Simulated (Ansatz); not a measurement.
Base system: InSb in the zinc blende structure (space group F-43m, No. 216; a = 6.5198 Å).

Computed with Ansatz (an electronic-structure program) PBEsol, spin-orbit coupling left out, earlier PAW set.

Before the change:

```
Item                Value
---------------  --------
Volume per atom  34.64 Å³
```

The change: full substitution Sb → As, then cell and atoms are relaxed.

### Question
What does the calculation give for the volume per atom after the change?

### Answer
The volume per atom falls by 6.44 Å³, from 34.64 Å³ to 28.20 Å³.

No phonon test of stability was made. All final runs are without spin polarisation.
